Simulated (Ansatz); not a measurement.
The parent structure is WSi$_{2}$ (space group I4/mmm, No. 139; a = 3.2289 Å, c = 7.8697 Å; relaxed with 0.1 eV smearing). Axes: x, y, z lie along a, b, c of the conventional cell.

Method: plane-wave PAW DFT at the PBE level (Ansatz, a program for electronic structure, 420 eV), no spin-orbit coupling.

The change: uniaxial strain ε_zz = +2.50 %, all other strain components held at zero; the atoms relax in the strained cell.

Predict the stress tensor and what it implies for the stiffness.

Stress of the strained cell less that of the base (GPa, compression positive):
```
   -2.2     0.0     0.0
    0.0    -2.2     0.0
    0.0     0.0   -11.5
```

Then −Δσ_ii/ε with ε = 0.0250 gives secant stiffness values (nonlinear terms included at this strain): C33 ≈ 460 GPa, C13 ≈ 88 GPa and C23 ≈ 88 GPa.

As a check, the harmonic strain energy −½ V₀ Δσ:ε is 12 meV/atom; the computed energy rise is 13 meV/atom.

Whether these cells are dynamically stable was not tested. All final runs are without spin polarisation.
